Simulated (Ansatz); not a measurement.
Output of an Ansatz run (abridged):

```
WARN ansatz: RAYON_NUM_THREADS=1 ignored (pool sized by the plan → 1); use --threads N
Pseudopotentials: kind: paw
Pseudopotential: V, paw, valence charge 13
Pseudopotential: Si, paw, valence charge 4
Crystal: 8 atoms, lattice volume = 106.103 Å³
Basis set: ecut = 420 eV, 2103 PW (Γ), exchange–correlation on 64×64×64 points (8 copies of the dense FFT grid, shifted against one another)
Bands: 52, of which v1, the nominal top of the filled ones, is band 43 counted from 1 (42 counted from 0)
Symmetry: 48 space group operations
Space group: Pm-3n (ITA 223), of the structure as read, at distance tolerance 4.7e-5 Å
k-points: 20 of 343
Initial density: superposition of atomic densities (neutral atoms: chi_scale 0, normalization atom), corrected by the library's trained network
Initial wavefunctions: pseudopotential atomic-orbital guess
Eigensolver: davidson
Functional: x = pbe(κ = 0.804, μ = 0.2195149727645171), c = pbe(β = 0.06672455060314922)
SCF iter   1: F=—  HF=-18749.815227 eV  |F-HF|=—  |Δ(HF+E_count)|=         —  Δρ=5.22e-3  dr2=1.47e-2  ethr=1.77e-3  ⟨swp⟩=6.8  Hψ=3726  notcnv=0
all-band conjugate gradients solve this SCF's bands
preconditioner: auto → Kerker (q_TF=auto, 2.634 Å⁻¹)
SCF iter   2: F=—  HF=-18749.812759 eV  |F-HF|=—  |Δ(HF+E_count)|=   2.47e-3  Δρ=2.21e-3  dr2=3.67e-3  ethr=1.71e-5  ⟨swp⟩=1.9  Hψ=1518  notcnv=0  defer=1
SCF iter   3: F=—  HF=-18749.811827 eV  |F-HF|=—  |Δ(HF+E_count)|=   9.31e-4  Δρ=5.43e-4  dr2=1.87e-4  ethr=4.26e-6  ⟨swp⟩=2.0  Hψ=1331  notcnv=0  defer=1
SCF iter   4: F=—  HF=-18749.811779 eV  |F-HF|=—  |Δ(HF+E_count)|=   4.82e-5  Δρ=1.98e-4  dr2=2.76e-5  ethr=2.18e-7  ⟨swp⟩=2.5  Hψ=1808  notcnv=0  defer=1
SCF iter   5: F=—  HF=-18749.812456 eV  |F-HF|=—  |Δ(HF+E_count)|=   6.77e-4  Δρ=3.76e-5  dr2=9.29e-7  ethr=3.21e-8  ⟨swp⟩=2.0  Hψ=1288  notcnv=0  defer=1
SCF iter   6: F=-18749.812456 eV  HF=-18749.812456 eV  |F-HF|=2.30e-9  |Δ(HF+E_count)|=   9.79e-8  Δρ=5.14e-6  dr2=1.94e-8  ethr=1.16e-10  ⟨swp⟩=9.2  Hψ=3979  notcnv=0
the search or the solves at the SCF's close seem to have found levels that the self-consistency loop had missed (the run counts 2) …
SCF 1 converged in 6 iterations: F = -18749.812456 eV  dr2 = 1.94e-8
SCF converged after 6 iterations
Free energy (F): -18749.812456 eV
Harris-Foulkes:  -18749.812456 eV  (|F-HF|=2.30e-9)
Internal energy: -18749.736064 eV  (E = F + TS)
E sigma→0 (E₀):  -18749.774260 eV
Entropy (-TS):   -0.076392 eV (-9.549 meV/atom)
Fermi energy:    15.415674 eV
--- Per-component energies (eV) ---
  E_band       = -886.006726
  E_kinetic    = 2106.764796
  E_local      = -6289.208014  (includes V_loc(G=0)·N_el)
  E_nonlocal   = -223.985212
  E_hartree    = 2902.945791
  E_xc         = -897.257571
  E_vxc        = -1091.528550  (∫ρ·V_xc dr)
  E_paw        = -7703.375094  (= ΣΔE_a)
  E_vpaw       = -1193.937612  (= ΣTr[D̂ρ^β])
  E_aug_tail   = 0.001472  (compensation charges beyond the density's cutoff)
  E_ewald      = -8645.622234
  E_smearing   = -0.076392  (= −TS)
  E_closure    = 0.000000  (closes the sum)
  Σ components = -18749.812456   (vs F -18749.812456, Δ=0.00e0)
--- Forces (eV/Å), atoms counted from 1 ---
  atom   1  V      0.00000000     0.00000000     0.00000000
   [... zero for the other atoms too ...]
  max |Σ_I F_I| component: 9.25e-18 eV/Å
--- Stress (GPa, compression-positive) ---
       -3.851683       0.000000       0.000000
        0.000000      -3.851683      -0.000000
        0.000000      -0.000000      -3.851683
  P = ⅓ Tr σ = -3.8517 GPa (-38.517 kbar)
  The stress holds the Pulay correction. Without it, at fixed plane waves, as pw.x and ABINIT print it: P = -3.9339 GPa
--- Band table (eV; the first three rows and the last of 20) ---
  k-point 0: bands = ["-48.3770", "-48.3066", "-48.3066", "-48.1064", "-48.1064", "-48.1064", "-22.8340", "-22.8340", "-22.7189", "-22.2898", "-22.2898", "-22.2898", "-22.0190", "-22.0190", "-22.0190", "-22.0066", "-22.0066", "-22.0066", "-21.9364", [...]
  k-point 1: bands = ["-48.3713", "-48.3092", "-48.2991", "-48.1174", "-48.1064", "-48.1064", "-22.8318", "-22.8040", "-22.6936", "-22.2879", "-22.2879", "-22.2735", "-22.0412", "-22.0412", "-22.0194", "-22.0149", "-21.9815", "-21.9815", "-21.9412", [...]
  k-point 2: bands = ["-48.3577", "-48.3167", "-48.2757", "-48.1480", "-48.1064", "-48.1064", "-22.8253", "-22.7900", "-22.5491", "-22.2838", "-22.2838", "-22.2297", "-22.0588", "-22.0588", "-22.0559", "-22.0035", "-21.9611", "-21.9611", "-21.9520", [...]
  k-point 19: bands = ["-48.2507", "-48.2415", "-48.2415", "-48.1961", "-48.1961", "-48.1904", "-22.3373", "-22.3373", "-22.3276", "-22.2321", "-22.2309", "-22.1396", "-22.1396", "-22.1003", "-22.0473", "-22.0215", "-22.0215", "-21.9842", [...]
```

The structure:

```xyz
8
Lattice="4.7342 0.0000 0.0000 0.0000 4.7342 0.0000 0.0000 0.0000 4.7342" Properties=species:S:1:pos:R:3 pbc="T T T"
V      1.1835     0.0000     2.3671
V      2.3671     1.1835     0.0000
V      2.3671     3.5506     0.0000
V      3.5506     0.0000     2.3671
V      0.0000     2.3671     3.5506
V      0.0000     2.3671     1.1835
Si     2.3671     2.3671     2.3671
Si     0.0000     0.0000     0.0000
```

Problem. Write an input that gives this output.

Solution. Other spellings and defaults could give the same log, and not every line can be read from it. The input that was run (DFT, PBE, plane waves, default PAW files):

Ansatz 0.2 input:
```yaml
# V3Si
crystal:
  lattice:
    - [4.734160, 0.000000, 0.000000]
    - [0.000000, 4.734160, 0.000000]
    - [0.000000, 0.000000, 4.734160]
  atoms:
    - { symbol: V, position: [0.250000, 0.000000, 0.500000] }
    - { symbol: V, position: [0.500000, 0.250000, 0.000000] }
    - { symbol: V, position: [0.500000, 0.750000, 0.000000] }
    - { symbol: V, position: [0.750000, 0.000000, 0.500000] }
    - { symbol: V, position: [0.000000, 0.500000, 0.750000] }
    - { symbol: V, position: [0.000000, 0.500000, 0.250000] }
    - { symbol: Si, position: [0.500000, 0.500000, 0.500000] }
    - { symbol: Si, position: [0.000000, 0.000000, 0.000000] }
basis:
  ecutwfc: 420.0
kpoints:
  mp_grid: { grid: [7, 7, 7] }
hamiltonian:
  xc: pbe
  pseudopotentials: { kind: paw }
scf:
  occupations: { method: gaussian, width: 0.1 }
output:
  forces: true
  eigenvalues: true
  stress: true
```

The starting cell has typed, rounded lattice constants, without a prior relaxation at this level. Its lattice was rescaled by up to half a per cent. Spin polarisation is off. With a pressure of about -4 GPa the cell is away from its equilibrium volume at this level. Ansatz's pressure includes its estimate of the finite-basis (Pulay) stress.

Ansatz is a first-principles code.
